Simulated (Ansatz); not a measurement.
For BAs (model structure, started from the WC type, P-6m2, No. 187, 2 atoms in the cell), PBE in Ansatz (PAW) gives:

* **lattice parameter a**: 3.193 Å
* **c axis length**: 2.900 Å
* **cohesive energy**: 3.52 eV/atom

**Question.** What does r²SCAN+rVV10 (PAW; Ansatz, a quantum-chemistry and plane-wave program) give for the same quantities?

**Answer.** 
- lattice constant a: 3.181 Å (falls by 0.4 %)
- lattice parameter c: 2.881 Å (falls by 0.7 %)
- cohesive energy: 3.54 eV/atom (stays essentially unchanged)

Changes are worked out from the printed values.

Unless a cell is named, each level is at its own relaxed cell (PBE 12.80, r²SCAN+rVV10 12.62 Å³/atom).

Ansatz's density-functional and Hartree–Fock values are scalar-relativistic unless marked +SOC, with PAW data made under PBE.

A model structure was made by putting elements into a prototype or built by hand; it is no filed structure, need not be a known phase, and can be a saddle point held by its symmetry.
